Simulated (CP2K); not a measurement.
Band structure of Te2Mo (P6_3/mmc, 6 atoms in the cell).

```
Te2Mo
1.0
    3.62377     0.00000     0.00000
   -1.81188     3.13828     0.00000
    0.00000     0.00000    14.88654
Te Mo
4 2
Direct
  0.33333   0.66667   0.62782
  0.66667   0.33333   0.37218
  0.66667   0.33333   0.12782
  0.33333   0.66667   0.87218
  0.33333   0.66667   0.25000
  0.66667   0.33333   0.75000
```

Computed with PBE, GPW, DZVP-MOLOPT-SR-GTH basis, GTH-PBE potentials (GTH_POTENTIALS) run with CP2K.

Settings: CUTOFF = 500 Ry; REL_CUTOFF = 50 Ry; SMEAR/METHOD = FERMI_DIRAC; ELECTRONIC_TEMPERATURE = 116.05 K; KPOINTS/SCHEME = MONKHORST-PACK 5 5 1; XC_FUNCTIONAL = PBE; Te/BASIS_SET = DZVP-MOLOPT-SR-GTH-q6; Te/POTENTIAL = GTH-PBE-q6; Mo/BASIS_SET = DZVP-MOLOPT-SR-GTH-q14; Mo/POTENTIAL = GTH-PBE-q14; METHOD = GPW; EPS_DEFAULT = 1e-11; EXTRAPOLATION = USE_GUESS; NGRIDS = 5.

The starting cell comes from a database of computed structures (which also holds hypothetical and non-ambient phases and stackings), without a prior relaxation at this level. Its lattice was rescaled by a random factor within 2.5 % of one. Spin-orbit coupling is off. Values carry the incompleteness of an atom-centred basis.

Task: Predict the gap along the standard path and the places of the band edges.

Result: The gap along the path is 0.90 eV, from Γ to K; the smallest direct gap on it is 0.92 eV.

Levels in eV from the top of the valence band on the SCF mesh, bands 23 to 27:
```
point     23     24     25     26    27
-----  -----  -----  -----  -----  ----
Γ      -0.98  -0.69  -0.65   0.00  2.70
M      -0.79  -0.74  -0.60  -0.47  1.19
K      -1.75  -1.75  -0.12  -0.02  0.90
A      -0.99  -0.99  -0.12  -0.12  2.72
L      -0.76  -0.76  -0.53  -0.53  1.20
H      -1.80  -1.80  -0.08  -0.08  0.90
```

Higher empty bands are left out: an atom-centred basis made for the valence describes them poorly.
